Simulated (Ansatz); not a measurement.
Start from ZnSe in the zinc blende structure (space group F-43m, No. 216; a = 5.634 Å).

Levels (all Ansatz, a quantum-chemistry and plane-wave program, PAW): PBEsol (420 eV, no spin-orbit coupling); r2SCAN (500 eV, without spin-orbit coupling); HSE06 (420 eV, no spin-orbit coupling).

Levels that relaxed their own cell: PBEsol.

| level | band gap | lattice parameter a |
|---|---|---|
| PBEsol | 1.24 eV | 5.634 Å |
| r2SCAN | 1.94 eV | – |
| HSE06 | 2.50 eV | – |

Measured: band gap 2.87 eV (static lattice; corrected from measurement; as listed in Wei Chen et al., Physical Review Materials (2018)); lattice parameter a 5.6676 Å (room temperature; as listed in Martin Albrecht, Beate Paulus, Hermann Stoll, Phys. Rev. B (1997)).

Computed minus measured — band gap: PBEsol -1.63 eV, r2SCAN -0.93 eV, HSE06 -0.37 eV (closest: HSE06); lattice parameter a: PBEsol -0.6 %. Measured values not marked as corrected hold thermal and zero-point effects that the static-lattice runs lack. A measured gap can be an optical one, lowered by exciton binding. Levels without spin-orbit coupling miss its lowering of the gap, often about a third of the valence-band splitting.

Single points use the geometry relaxed with PBEsol. Whether these cells are dynamically stable was not tested.
